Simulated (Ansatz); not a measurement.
The starting structures come from a database of crystals and need not be the phases stable at ambient conditions.

By PBEsol, the system below comes out a metal.

Without scattering a metal conducts by its projected Fermi surface.

Here is the system:

```
AlCo
1.0
    3.98723     0.00000     0.00000
   -1.99362     3.45305     0.00000
    1.99362     1.15102     1.62778
Al Co
1 1
Cartesian
  0.00000   0.00000   0.00000
  0.00000   2.30203   0.81389
```

The cell is taken as given; by PBEsol it stands under a pressure of 0.7 GPa.

The current flows along the normal of the first two printed cell vectors, the (111) plane of the conventional cell. No spin-orbit coupling; the value is a mean over 0.1 eV about the Fermi level.

### Question
Give the ballistic conductance per area that PBEsol (Ansatz, a program for electronic structure) yields.

### Answer
0.42 × 10¹⁵ S/m² for both spins.
